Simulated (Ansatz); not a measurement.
Take C in the diamond structure (space group Fd-3m, No. 227; a = 3.572 Å) as the base.

Computed with Ansatz (a program for electronic structure), PBE, PAW, cutoff 420 eV, no spin-orbit coupling, earlier PAW set.

Carriers are added at fixed cell with a uniform background; the Fermi–Dirac width is that of 300 K.

One change was made to it. Results:

```json
[
 {"quantity": "gap between the host's bands", "base": "4.13 eV", "after": "4.12 eV"},
 {"quantity": "Fermi level relative to the doped band's edge (positive inside the band; to 0.05 eV)", "base": "–", "after": "+0.25 eV"}
]
```

Task: Which change produced these results?
A. holes 2.0×10^22 cm⁻³
B. electrons 1.5×10^21 cm⁻³
C. electrons 7.0×10^21 cm⁻³
D. electrons 2.0×10^22 cm⁻³

Result: B, electrons 1.5×10^21 cm⁻³. For comparison, the Fermi level from band edge in the other runs: electrons 7.0×10^21 cm⁻³ gives +0.70 eV; holes 2.0×10^22 cm⁻³ gives +1.65 eV; electrons 2.0×10^22 cm⁻³ gives +1.25 eV.

Charged cell with a jellium background: band edges are those of the host's band count, energies are not comparable with the neutral cell, and many-body gap narrowing is missing. No phonon test of stability was made.
